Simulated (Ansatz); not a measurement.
InP under load (space group I-4m2), r2SCAN with spin-orbit coupling, rigid bands in Ansatz (a program for electronic structure). Condition of this run: biaxial stress xx = yy = 1 GPa (compression positive) (the target of the relaxation). Band gap 1.02 eV, N_c = 6.17e17 cm⁻³ and N_v = 1.23e19 cm⁻³ at 300 K, conductivity masses along x (a = (0.00, 2.92, 2.99) Å; b = (2.92, 0.00, 2.99) Å; c = (2.92, 2.92, 0.00) Å) of 0.0863 mₑ (electrons) and 0.450 mₑ (holes). Take k_BT = 0.02585 eV.

**Question.** What built-in voltage has an abrupt junction with N_A = 1e17 and N_D = 1e17 cm⁻³, all dopants ionised?

**Answer.** V_bi = E_g/e − (k_BT/e) ln(N_c N_v/(N_A N_D)) = 1.02 − 0.02585 × 6.63 = 0.85 V, for the computed gap.

**Question.** Find the intrinsic carrier density and the intrinsic Fermi level.

**Answer.** n_i = √(N_c N_v) exp(−E_g/2k_BT) = 2.75e18 × exp(−19.73) = 7.5e9 cm⁻³. The level lies (k_BT/2) ln(N_v/N_c) = 39 meV from mid-gap (positive towards the conduction band). Each 0.1 eV added to the gap lowers n_i by a factor of 6.9.

**Question.** What thermal injection velocity √(2k_BT/πm) limits a ballistic channel along the direction named?

**Answer.** 1.83e7 cm/s for electrons and 8.02e6 cm/s for holes, a ratio of √(m_h/m_e) = 2.28, for dilute carriers.

Rigid bands with the computed gap; masses take one relaxation time for all states.
